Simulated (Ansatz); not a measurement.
TiBSi (model structure, started from the MoAlB type, Cmcm, No. 63, 6 atoms in the cell)

These are r²SCAN in Ansatz (plane waves, PAW) values and carry that method's errors.

Numerical settings: plane-wave cutoff 560 eV, 18×18×18 k mesh, Fermi–Dirac smearing 0.05 eV, no spin polarisation, scalar-relativistic PAW data made under PBE.

Cell (relaxed at this level):

```cif
data_B2Si2Ti2
_chemical_formula_sum 'Si2 B2 Ti2'
_space_group_name_H-M_alt 'P 1'
_space_group_IT_number 1
_cell_length_a 6.80433
_cell_length_b 6.80433
_cell_length_c 3.05458
_cell_angle_alpha 90.000
_cell_angle_beta 90.000
_cell_angle_gamma 151.947
loop_
_space_group_symop_operation_xyz
  'x, y, z'
loop_
_atom_site_label
_atom_site_type_symbol
_atom_site_fract_x
_atom_site_fract_y
_atom_site_fract_z
_atom_site_occupancy
Si1 Si 0.70184 0.29816 0.25000 1
Si2 Si 0.29816 0.70184 0.75000 1
B1 B 0.46846 0.53154 0.75000 1
B2 B 0.53154 0.46846 0.25000 1
Ti1 Ti 0.09388 0.90612 0.75000 1
Ti2 Ti 0.90612 0.09388 0.25000 1
```

```yaml
bulk_modulus: 191 GPa
```

Note: the run has no spin polarisation, so it can have missed a magnetic state; the bulk modulus is −V dP/dV from two relaxed cells at ±2 % in volume; the relaxation could raise the start's symmetry but not lower it, so the cell can be a saddle point.

Static lattice: no zero-point or thermal effects.

Computing time: very roughly 30 core-minutes.

A model structure was made by putting elements into a prototype or built by hand; it is no filed structure, need not be a known phase, and can be a saddle point held by its symmetry.

Ansatz is a quantum-chemistry and plane-wave program.
